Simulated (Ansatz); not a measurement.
An Ansatz (an electronic-structure program) run: hypothetical P6_3/mmc SiS2 with a change (pressure 60 GPa); DFT with PBEsol-D3(BJ), PAW potentials and a 420 eV plane-wave cutoff in Ansatz, no spin-orbit coupling, earlier PAW set.

Input:

Ansatz 0.2 input:
```yaml
crystal:
  lattice:
    - [2.927890808, 0, 0]
    - [-1.463945404, 2.5356278192, 0]
    - [0, 0, 9.4766674292]
  atoms:
    - { symbol: Si, position: [0.3333333333, 0.6666666667, 0.25] }
    - { symbol: Si, position: [0.6666666667, 0.3333333333, 0.75] }
    - { symbol: S, position: [0.3333333333, 0.6666666667, 0.6003619734] }
    - { symbol: S, position: [0.6666666667, 0.3333333333, 0.1003619734] }
    - { symbol: S, position: [0.6666666667, 0.3333333333, 0.3996380266] }
    - { symbol: S, position: [0.3333333333, 0.6666666667, 0.8996380266] }
basis: { ecutwfc: 420, ecutrho_ratio: 4, xc_grid: 2, fft_grid_basis: typed }
kpoints: { mp_grid: { grid: [17, 17, 4] } }
hamiltonian:
  xc: pbesol
  dispersion: d3bj
  pseudopotentials: { azcp: { folder: ./paw }, kind: paw }
scf: { occupations: { method: fermi_dirac, width: 0.05 } }
relax: { f_tol: 0.01, max_steps: 60, cell: { stress_tol: 0.02, p_target: 60 } }
output: { forces: true, stress: true }
checkpoint: { write: state.ck, write_every: 1000 }
```

Output (explanatory and most iteration lines left out):

```
Relaxation: its limit of steps is 60 (relax.max_steps)
Pseudopotential: Si, paw, valence charge 4
Pseudopotential: S, paw, valence charge 6
Crystal: 6 atoms, lattice volume = 70.355 Å³
Basis set: ecut = 420 eV, 1375 PW (Γ), exchange–correlation on 40×40×128 points (8 copies of the dense FFT grid, shifted against one another)
Bands: 22, of which v1, the nominal top of the filled ones, is band 16 counted from 1 (15 counted from 0)
Symmetry: 24 space group operations
Space group: P63/mmc (ITA 194), of the structure as read, at distance tolerance 4.1e-5 Å
k-points: 99 of 1156
Functional: x = pbesol(κ = 0.804, μ = 0.12345679012345678), c = pbesol(β = 0.046)
SCF iter   1: F=—  HF=-4783.741703 eV  |F-HF|=—  |Δ(HF+E_count)|=         —  Δρ=5.80e-2  dr2=4.25e0  ethr=3.10e-3  ⟨swp⟩=10.1  Hψ=16259  notcnv=0
SCF iter   2: F=—  HF=-4782.978038 eV  |F-HF|=—  |Δ(HF+E_count)|=   7.64e-1  Δρ=3.35e-2  dr2=1.70e0  ethr=3.10e-3  ⟨swp⟩=3.2  Hψ=4295  notcnv=0  defer=82
SCF 1 converged in 7 iterations: F = -4782.526577 eV  dr2 = 1.25e-8
relax step   1: F+E_penalty+E_count = -4782.52657664 eV  Δ(F+E_penalty+E_count) = +0.000e0 eV  max|allowed force component| = 7.940e-4 eV/Å  Δτ_max = 0.0000 Å  P = +44.991 GPa  Ω = 70.355 Å³  (7 SCF iters, dr2 threshold 1.00e-7 eV, accepted)
[... steps on the carried basis left out ...]
relax step   7: F+E_penalty+E_count = -4781.20052897 eV  Δ(F+E_penalty+E_count) = +1.506e-6 eV  max|allowed force component| = 3.253e-4 eV/Å  Δτ_max = 0.0000 Å  P = +59.999 GPa  Ω = 66.291 Å³  stress off target by 1.97e-3 GPa  SCF on the basis re-selected at this cell (its energy is not comparable with the rows above)  (8 SCF iters)
SCF converged after 8 iterations
Free energy (F): -4781.200529 eV
Internal energy: -4781.184842 eV  (E = F + TS)
E sigma→0 (E₀):  -4781.192685 eV
Entropy (-TS):   -0.015687 eV (-2.615 meV/atom)
Fermi energy:    15.698249 eV
  E_disp       = -2.719776  (pairwise vdW)
--- Forces (eV/Å), atoms counted from 1 ---
  atom   1  Si     0.00000000    -0.00000000    -0.00000000
  atom   2  Si     0.00000000     0.00000000     0.00000000
  atom   3  S     -0.00000000    -0.00000000     0.00032533
  atom   4  S     -0.00000000     0.00000000     0.00032533
  atom   5  S      0.00000000     0.00000000    -0.00032533
  atom   6  S     -0.00000000    -0.00000000    -0.00032533
--- Stress (GPa, compression-positive) ---
       60.000139      -0.000000      -0.000000
       -0.000000      60.000139      -0.000000
       -0.000000      -0.000000      59.998034
  P = ⅓ Tr σ = 59.9994 GPa (599.994 kbar)
--- Relaxed structure (5 steps of the walk, 5 accepted, 2 SCFs on fresh bases) ---
  cell:  # Å, volume = 66.2912 Å³
    - [2.858107547917323, 0.0, 0.0]
    - [-1.4290537739586615, 2.4751937432444513, 0.0]
    - [0.0, 0.0, 9.37061329364897]
  atoms:
    - { symbol: Si, position: [0.33333333333333337, 0.6666666666666667, 0.25000000000000006] }
    - { symbol: Si, position: [0.6666666666666667, 0.33333333333333337, 0.7500000000000002] }
    - { symbol: S, position: [0.33333333333333337, 0.6666666666666667, 0.5984312927018578] }
    - { symbol: S, position: [0.6666666666666667, 0.33333333333333337, 0.09843129270185776] }
    - { symbol: S, position: [0.6666666666666667, 0.33333333333333337, 0.4015687072981423] }
    - { symbol: S, position: [0.33333333333333337, 0.6666666666666667, 0.9015687072981425] }
```

Load acts through the strain it causes; cell and atoms are relaxed under it. Whether these cells are dynamically stable was not tested. Competing high-pressure phases were not computed. The final runs are not spin-polarised. The cell was made from SiS₂ in the 2H-MoS2 type structure (space group P6_3/mmc, No. 194; a hypothetical phase, not in the database extracts checked; layered, stacked along the Cartesian z axis) by this change: pressure 60 GPa.
